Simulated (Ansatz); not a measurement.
Results of PBE in Ansatz (PAW) for cubic perovskite BaHfO3.

Run with plane-wave cutoff 520 eV, 8×8×8 k mesh, Fermi–Dirac smearing 0.01 eV, scalar-relativistic PAW data made under PBE.

Cell (relaxed at this level):

```xyz
5
Lattice="4.2062 0.0000 0.0000 0.0000 4.2062 0.0000 0.0000 0.0000 4.2062" Properties=species:S:1:pos:R:3 pbc="T T T"
Ba     0.0000     0.0000     0.0000
Hf     2.1031     2.1031     2.1031
O      2.1031     0.0000     2.1031
O      0.0000     2.1031     2.1031
O      2.1031     2.1031     0.0000
```

### Question
Predict the bulk modulus B0, band gap, smallest direct gap on the k points sampled and pressure derivative B′ of the bulk modulus.

### Answer

- bulk modulus B0: 155 GPa
- band gap: 3.62 eV
- smallest direct gap on the k points sampled: 3.76 eV
- pressure derivative B′ of the bulk modulus: 4.4

Spin–orbit coupling is not included.

It cost about 60 core-seconds (a rough figure) of CPU time.

Ansatz is a quantum-chemistry and plane-wave program.
